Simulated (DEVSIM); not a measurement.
Device: TaN/AlN/p-GaSb capacitor, at 300 K.

```
layer (left to right)  material  thickness (nm)  Na (cm⁻³)
---------------------  --------  --------------  ---------
1                           AlN            24.0          -
2                          GaSb           18000     1.1e15
```

Metal gate on the left, work function 4.4 eV. Fixed charge at the semiconductor interface -1.9e10 cm⁻² (in units of +e); no interface traps.

The device is made up for the run: typed textbook-type constants, with dimensions and the other settings drawn at random. Values at 300 K.

```
parameter      AlN    GaSb
-------------  ---  ------
gap (eV)       6.1   0.726
affinity (eV)  1.9    4.06
permittivity   8.5    15.7
Nc (cm⁻³)        -  2.1e17
Nv (cm⁻³)        -  1.8e19
```

Simulated with DEVSIM: 1D Poisson equation in equilibrium, Boltzmann statistics, complete ionisation; no quantum confinement or tunnelling. Metal contacts follow the ideal Schottky-Mott rule: no Fermi-level pinning, no interface dipoles.

Problem. Give the band bending (positive: bands bend down) and minority sheet density.

Solution. 
```json
[
 {"Vg (V)": "-1.1", "ψs (V)": "-0.217", "minority carriers (cm⁻²)": "< 1e8"},
 {"Vg (V)": "-0.95", "ψs (V)": "-0.207", "minority carriers (cm⁻²)": "< 1e8"},
 {"Vg (V)": "-0.8", "ψs (V)": "-0.194", "minority carriers (cm⁻²)": "< 1e8"},
 {"Vg (V)": "-0.65", "ψs (V)": "-0.177", "minority carriers (cm⁻²)": "< 1e8"},
 {"Vg (V)": "-0.5", "ψs (V)": "-0.154", "minority carriers (cm⁻²)": "< 1e8"},
 {"Vg (V)": "-0.35", "ψs (V)": "-0.118", "minority carriers (cm⁻²)": "< 1e8"},
 {"Vg (V)": "-0.2", "ψs (V)": "-0.051", "minority carriers (cm⁻²)": "< 1e8"},
 {"Vg (V)": "-0.05", "ψs (V)": "0.062", "minority carriers (cm⁻²)": "< 1e8"},
 {"Vg (V)": "0.1", "ψs (V)": "0.196", "minority carriers (cm⁻²)": "< 1e8"},
 {"Vg (V)": "0.25", "ψs (V)": "0.335", "minority carriers (cm⁻²)": "2.8e9"},
 {"Vg (V)": "0.4", "ψs (V)": "0.437", "minority carriers (cm⁻²)": "8.6e10"}
]
```
